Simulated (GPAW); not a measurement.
## σyy against uniaxial strain in fcc Rh (space group 225): C12 (GPAW, LDA)

```xyz
1
Lattice="0.0000 1.8801 1.8801 1.8519 0.0000 1.8801 1.8519 1.8801 0.0000" Properties=species:S:1:pos:R:3 pbc="T T T"
Rh     0.0000     0.0000     0.0000
```

Level of theory: LDA (Perdew-Wang 92), GPAW PAW datasets LDA (gpaw-data 1.0.1) (plane waves; GPAW 25.7.0). Settings: mode = pw; ecut = 585 eV; xc = LDA; kpts = 40 40 40; mesh shift (steps) = 0 0 0; occupations.name = fermi-dirac; occupations.width = 0.05 eV; nbands = -7; convergence.density = 1e-06 e/electron; convergence.energy = 1e-06 eV/electron; symmetry.symmorphic = false; symmetry.tolerance = 0.0005; maxiter = 100. The cell above is the first row's. The rows stretch one cube axis (x) by the strain ε and hold the other two. Stress is positive in tension. In all rows the k mesh is held.

| ε (%) | σyy (GPa) |
|---|---|
| -1.5 | ? |
| -1.0 | -2.27 |
| -0.5 | -1.09 |
| 0.0 | 0.04 |
| 0.5 | 1.12 |
| 1.0 | 2.16 |
| 1.5 | 3.16 |
| 2.0 | 4.11 |

Question: Using a parabola, estimate the missing σyy at ε = -1.5 from the other rows, showing the fit.

Answer: Least squares gives σyy = 0.037 + 2.2152·ε - 0.0895·ε². Residuals (row less fit): -0.002, 0.003, 0.003, -0.002, -0.003, 0.002, 0.001; standard error 0.003 (degrees of freedom: 4). The slope at ε = 0, 2.2152 GPa per cent, gives C12 ≈ 100 × 2.2152 = 222 GPa, for the static lattice. At the withheld row, σyy = 0.037 + 2.2152 × (-1.5) - 0.0895 × (-1.5)² = -3.487 GPa. The calculation gives -3.49 GPa, which the fit meets to the printed digits. The row lies outside the fitted rows, so this is an extrapolation. From the scatter of the fitted rows alone, a prediction at this place has a standard error of 0.006 GPa, so the miss is 0.5 times that.

Carrying the step between the two nearest rows on in a straight line would have given -3.45, off by 0.04; series whose last step already gives the withheld value aren't shown. The reference cell has the volume at which an earlier scan in this program and functional put its minimum by a fit. The unstrained cell stands at a pressure of -0.04 GPa, and the constants belong to that pressure. Spin polarisation is off. Without a gap such slopes are sensitive to mesh and smearing. Cutoffs and mesh are single choices, not tested for convergence of this quantity. Series with a scatter that would blur these digits, or in which a gap closes, are not shown. Strain series were run only where this level's volume lies within 10 % of a first guess from the measured size.
